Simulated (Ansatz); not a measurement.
## Response to strain in Pt

Consider Pt in the fcc (Cu type) structure (space group Fm-3m, No. 225; a = 3.9418 Å; relaxed with 0.1 eV smearing). Axes: x, y, z lie along the cube axes.

Strains are applied to the cell and any free atomic positions relax; under biaxial strain the out-of-plane vector relaxes too; under stress the whole cell relaxes.

All numbers come from Ansatz (a first-principles code) r2SCAN, without spin-orbit coupling.

Notes on the quantities. pressure: mean of the normal stresses, compression positive.

```csv
variant,space group,pressure,shortest interatomic distance
base,Fm-3m (No. 225),0.0 GPa,2.787 Å
"biaxial strain −3.17 %, plane normal [001], relaxed out of plane",I4/mmm (No. 139),6.5 GPa,2.699 Å
"biaxial strain −0.31 %, plane normal [001], relaxed out of plane",I4/mmm (No. 139),0.5 GPa,2.779 Å
"biaxial strain −0.17 %, plane normal [110], relaxed out of plane",Immm (No. 71),?,2.783 Å
"biaxial strain +4.02 %, plane normal [110], relaxed out of plane",Immm (No. 71),-9.2 GPa,2.693 Å
"biaxial strain +0.45 %, plane normal [111], relaxed out of plane",R-3m (No. 166),-0.9 GPa,2.781 Å
"biaxial strain +1.32 %, plane normal [111], relaxed out of plane",R-3m (No. 166),-2.6 GPa,?
isotropic strain −3.60 %,Fm-3m (No. 225),39.9 GPa,2.687 Å
uniaxial strain ε_xx = −3.09 %,I4/mmm (No. 139),9.3 GPa,2.745 Å
"uniaxial stress, 1 GPa tension along x",I4/mmm (No. 139),–,2.779 Å
```

**Question.** Complete the table.

**Answer.** 
- biaxial strain −0.17 %, plane normal [110], relaxed out of plane, pressure: 0.3 GPa
- biaxial strain +1.32 %, plane normal [111], relaxed out of plane, shortest interatomic distance: 2.771 Å

A biaxial case was relaxed in a doubled cell and then solved in the primitive one. Beyond what the load breaks, stability against distortions was not tested. The final runs are not spin-polarised. Pt lies near a magnetic instability that expansion can trigger; it was not tested.
